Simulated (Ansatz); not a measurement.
**ZnS (model structure, started from the BeO type, P4₂/mnm, No. 136, 8 atoms in the cell)**

Calculation: PBEsol (Ansatz, an electronic-structure program, PAW).

Settings: plane-wave cutoff 520 eV, 6×6×10 k mesh (along the axes of the cell as run), Fermi–Dirac smearing 0.01 eV, scalar-relativistic PAW data made under PBE.

Cell (relaxed at this level):

```cif
data_S4Zn4
_chemical_formula_sum 'Zn4 S4'
_space_group_name_H-M_alt 'P 1'
_space_group_IT_number 1
_cell_length_a 6.51771
_cell_length_b 6.51771
_cell_length_c 3.80789
_cell_angle_alpha 90.000
_cell_angle_beta 90.000
_cell_angle_gamma 90.000
loop_
_space_group_symop_operation_xyz
  'x, y, z'
loop_
_atom_site_label
_atom_site_type_symbol
_atom_site_fract_x
_atom_site_fract_y
_atom_site_fract_z
_atom_site_occupancy
Zn1 Zn 0.32523 0.67477 0.00000 1
Zn2 Zn 0.67477 0.32523 0.00000 1
Zn3 Zn 0.82523 0.82523 0.50000 1
Zn4 Zn 0.17477 0.17477 0.50000 1
S1 S 0.31358 0.31358 0.00000 1
S2 S 0.68642 0.68642 0.00000 1
S3 S 0.18642 0.81358 0.50000 1
S4 S 0.81358 0.18642 0.50000 1
```

* **band gap**: 2.25 eV (direct)

Note: the relaxation could raise the start's symmetry but not lower it, so the cell can be a saddle point.

Static lattice: no zero-point or thermal effects.

A model structure was made by putting elements into a prototype or built by hand; it is no filed structure, need not be a known phase, and can be a saddle point held by its symmetry.
